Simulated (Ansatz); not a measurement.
Abridged Ansatz (a quantum-chemistry and plane-wave program) output:

```
Relaxation: its limit of steps is 50 (relax.max_steps)
Pseudopotential: Ta, paw, valence charge 13
Crystal: 1 atoms, lattice volume = 18.430 Å³
Basis set: ecut = 500 eV, 459 PW (Γ), exchange–correlation on 96×96×96 points (64 copies of the dense FFT grid, shifted against one another)
Bands: 11, of which v1, the nominal top of the filled ones, is band 7 counted from 1 (6 counted from 0)
Symmetry: 16 space group operations
k-points: 1639 of 21952
Functional: x = r2scan, c = r2scan; τ floored in thin density (d = 2e-4 eV/Å³)
SCF iter   1: F=—  HF=-9944.316795 eV  |F-HF|=—  |Δ(HF+E_count)|=         —  Δρ=6.02e-3  dr2=1.67e-3  dr2_τ=1.44e-2  ethr=1.77e-3  ⟨swp⟩=5.5  Hψ=108048  notcnv=0
SCF iter   2: F=—  HF=-9944.332583 eV  |F-HF|=—  |Δ(HF+E_count)|=   1.58e-2  Δρ=3.52e-3  dr2=6.86e-4  dr2_τ=2.38e-4  ethr=1.28e-5  ⟨swp⟩=2.1  Hψ=40526  notcnv=0  defer=6
SCF 1 converged in 8 iterations: F = -9944.333371 eV  dr2 = 4.07e-11
relax step   1: F+E_penalty+E_count = -9944.33337068 eV  Δ(F+E_penalty+E_count) = +0.000e0 eV  max|allowed force component| = 0.000e0 eV/Å  Δτ_max = 0.0000 Å  (8 SCF iters, accepted)
Crystal: 1 atoms, lattice volume = 18.430 Å³
SCF iter   1: F=—  HF=-9944.333371 eV  |F-HF|=—  |Δ(HF+E_count)|=         —  Δρ=6.56e-7  dr2=4.07e-11  dr2_τ=6.01e-12  ethr=1.00e-12  ⟨swp⟩=1.2  Hψ=110674  notcnv=0  defer=35
SCF iter   2: F=-9944.333371 eV  HF=-9944.333371 eV  |F-HF|=5.46e-12  |Δ(HF+E_count)|=  2.36e-11  Δρ=3.43e-7  dr2=9.78e-12  dr2_τ=1.10e-12  ethr=1.00e-12  ⟨swp⟩=4.0  Hψ=49927  notcnv=0
SCF 2 converged in 2 iterations: F = -9944.333371 eV  dr2 = 9.78e-12
SCF converged after 2 iterations
Free energy (F): -9944.333371 eV
Internal energy: -9944.291251 eV  (E = F + TS)
E sigma→0 (E₀):  -9944.312311 eV
Entropy (-TS):   -0.042120 eV (-42.120 meV/atom)
Fermi energy:    18.014788 eV
--- Forces (eV/Å), atoms counted from 1 ---
  atom   1  Ta     0.00000000     0.00000000    -0.00000000
--- Stress (GPa, compression-positive) ---
       -3.161334       0.000000       0.000000
        0.000000      -3.161334      -0.000000
        0.000000       0.000000      -5.143480
  P = ⅓ Tr σ = -3.8220 GPa (-38.220 kbar)
--- Relaxed structure (1 steps of the walk, 1 accepted, 0 SCFs on fresh bases) ---
  atoms:
    - { symbol: Ta, position: [0.0, 0.0, 0.0] }
```

Problem. What was computed, and what are the main results?

Solution. Ta, 1 atom in the cell, with DFT with r2SCAN, PAW potentials and a 500 eV plane-wave cutoff in Ansatz, scalar-relativistic without spin-orbit coupling. The last SCF converged to F = -9944.333371 eV, or -9944.3334 eV per atom, at a pressure of -3.82 GPa. The total energy compares only with runs of the same code, potentials and settings.

The cells carry an imposed strain or load. Whether these cells are dynamically stable was not tested. The final runs are not spin-polarised. The cell was made from Ta in the bcc (W type) structure (space group Im-3m, No. 229) by this change: uniaxial strain ε_zz = +2.00 %.

Keys are those of Ansatz 0.2.
